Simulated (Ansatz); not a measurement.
Defect migration in fcc Cu: Hf-vacancy pair (Hf on one host Cu site, one Cu site vacant), neutral cell. The step: direct exchange of Hf with the vacancy (Hf-vacancy distance between ideal sites 2.57 Å throughout); the atom moves 2.06 Å along (0.00, 0.40, 0.40) of the unit cell; the moving atom starts with neighbours 4 Cu at 2.60, 2 Cu at 2.64, 4 Cu at 2.71, Cu at 2.79, 2 Cu at 3.36 Å and ends with 4 Cu at 2.60, 2 Cu at 2.64, 4 Cu at 2.71, Cu at 2.79, 2 Cu at 3.36 Å. A PBE band in Ansatz (plane-wave PAW, a 2×2×2 k-point mesh shifted by half a step, 32 host sites, 39 SCF runs with any check of the saddle's order, static, no finite-size correction) gives a forward barrier of 0.54 eV. The program found a first-order saddle point. Forms of the defect that were not tried may lie lower.

Single points at the band's start and saddle point can refine it. Rough cost of one point, in units of the band's mean SCF on the same machine:

```csv
Level,Cost of one point
"PBE, a 4×4×4 k-point mesh shifted by half a step",about 7
"r2SCAN at 500 eV, a 2×2×2 k-point mesh shifted by half a step",about 3
```

**Question.** Which of these move the barrier by more than 0.1 eV, and how far does each move it?

**Answer.** PBE, a 4×4×4 k-point mesh shifted by half a step: -0.23 eV; r2SCAN at 500 eV, a 2×2×2 k-point mesh shifted by half a step: +0.03 eV. Each functional is compared with PBE at the same k-points.

Ansatz is a first-principles code.
